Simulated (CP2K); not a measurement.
CP2K 2026.2, DFT, PBE, Gaussian and plane waves, DZVP-MOLOPT bases, GTH-PBE potentials: AlRu (from the phase in space group 221, mp-542569), 2 atoms. Basis and mesh were picked for this test and aren't claimed converged.

```yaml
cell: 2.98, 2.98, 2.98 Å; 90, 90, 90°
task: scf
basis: Al=DZVP-MOLOPT-SR-GTH-q3 Ru=DZVP-MOLOPT-SR-GTH-q16
GLOBAL/RUN_TYPE: ENERGY_FORCE
GLOBAL/PRINT_LEVEL: LOW
QS/METHOD: GPW
QS/EPS_DEFAULT: 1e-12
MGRID/CUTOFF: 400 Ry
MGRID/REL_CUTOFF: 50 Ry
SCF/SCF_GUESS: ATOMIC
SCF/EPS_SCF: 1e-06
SCF/MAX_SCF: 150
SCF/DIAGONALIZATION/ALGORITHM: STANDARD
SCF/ADDED_MOS: 6
SCF/SMEAR/METHOD: FERMI_DIRAC
SCF/SMEAR/ELECTRONIC_TEMPERATURE: [K] 1000
KPOINTS/SCHEME: MONKHORST-PACK 8 8 8
KPOINTS/GAMMA_CENTERED: T
GLOBAL/PREFERRED_DIAG_LIBRARY: ELPA (default)
MGRID/NGRIDS: 4 (default)
basis_functions: 39
```

One run each.

All on 2 ranks. Base settings, kept where nothing else is said: SCF/MIXING/METHOD = BROYDEN_MIXING, SCF/MIXING/ALPHA = 0.15, SCF/MIXING/NBUFFER = 8, SCF/MIXING/BETA = 0.5 (default), SCF/MIXING/NSKIP = 0 (default). The settings tried:
- SCF/MIXING/ALPHA = 0.1
- SCF/MIXING/NBUFFER = 4
- SCF/MIXING/NBUFFER = 2
- SCF/MIXING/BETA = 1
- SCF/MIXING/BETA = 0.25
- SCF/MIXING/BETA = 2.5
- SCF/MIXING/ALPHA = 0.05
- the base settings
- SCF/MIXING/ALPHA = 0.02
- SCF/MIXING/NBUFFER = 14
- SCF/MIXING/ALPHA = 0.8
- SCF/MIXING/ALPHA = 0.3
- SCF/MIXING/METHOD = DIRECT_P_MIXING, SCF/MIXING/NBUFFER = not set
- SCF/MIXING/NSKIP = 2

**Question.** Name the extremes by SCF steps: fewest, most, and any that don't converge.

**Answer.** Fewest SCF steps, with those close behind: SCF/MIXING/ALPHA = 0.8 (8); SCF/MIXING/ALPHA = 0.3 (9); SCF/MIXING/NSKIP = 2 (10). Most among those that reach the base run's result: SCF/MIXING/METHOD = DIRECT_P_MIXING, SCF/MIXING/NBUFFER = not set (26). All converged.

```json
[
 {"setting": "SCF/MIXING/ALPHA = 0.8", "SCF steps": "8", "end": "converged"},
 {"setting": "SCF/MIXING/ALPHA = 0.3", "SCF steps": "9", "end": "converged"},
 {"setting": "SCF/MIXING/NSKIP = 2", "SCF steps": "10", "end": "converged"},
 {"setting": "the base settings", "SCF steps": "12", "end": "converged"},
 {"setting": "SCF/MIXING/ALPHA = 0.05", "SCF steps": "12", "end": "converged"},
 {"setting": "SCF/MIXING/NBUFFER = 4", "SCF steps": "12", "end": "converged"},
 {"setting": "SCF/MIXING/BETA = 0.25", "SCF steps": "12", "end": "converged"},
 {"setting": "SCF/MIXING/NBUFFER = 14", "SCF steps": "12", "end": "converged"},
 {"setting": "SCF/MIXING/BETA = 1", "SCF steps": "13", "end": "converged"},
 {"setting": "SCF/MIXING/ALPHA = 0.1", "SCF steps": "13", "end": "converged"},
 {"setting": "SCF/MIXING/ALPHA = 0.02", "SCF steps": "15", "end": "converged"},
 {"setting": "SCF/MIXING/BETA = 2.5", "SCF steps": "18", "end": "converged"},
 {"setting": "SCF/MIXING/NBUFFER = 2", "SCF steps": "19", "end": "converged"},
 {"setting": "SCF/MIXING/METHOD = DIRECT_P_MIXING, SCF/MIXING/NBUFFER = not set", "SCF steps": "26", "end": "converged"}
]
```
